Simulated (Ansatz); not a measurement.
# What strain tensor (xx, yy, zz, yz, xz, xy) = (−0.06, +2.07, −1.02, −0.02, +1.14, −0.85) % does to Li

Start from Li in the bcc (W type) structure (space group Im-3m, No. 229; a = 3.477 Å). Axes: x, y, z lie along the cube axes.

Perturbation: the symmetric strain tensor [-0.0006 -0.0084 0.0114; -0.0084 0.0207 -0.0001; 0.0114 -0.0001 -0.0102], atoms relaxed at fixed cell.

The values are results of r2SCAN, PAW, 500 eV (Ansatz, a quantum-chemistry and plane-wave program; scalar-relativistic without spin-orbit coupling), not measurements. Settings: 19×19×19 k-points, 0.05 eV Fermi–Dirac smearing.

```json
[
 {"quantity": "shortest interatomic distance", "base": "3.012 Å", "changed": "2.982 Å", "shift": "-0.0292 Å"},
 {"quantity": "energy relative to the base (free energy F)", "base": "0 meV/atom", "changed": "+0.6 meV/atom", "shift": "+0.6 meV/atom"},
 {"quantity": "pressure (mean of the normal stresses, compression positive)", "base": "0.0 GPa", "changed": "-0.1 GPa", "shift": "-0.1 GPa"},
 {"quantity": "band gap", "base": "zero", "changed": "zero", "shift": "–"},
 {"quantity": "stress (xx, yy, zz, yz, xz, xy; compression positive) (rough)", "base": "–", "changed": "(-0.1, -0.2, -0.1, 0.0, -0.2, 0.2) GPa", "shift": "–"}
]
```

Without a gap, meshes like the base's 19×19×19 leave anisotropic stresses uncertain by several tenths of a GPa, and small strain energies with them. Stability against distortions was not tested.
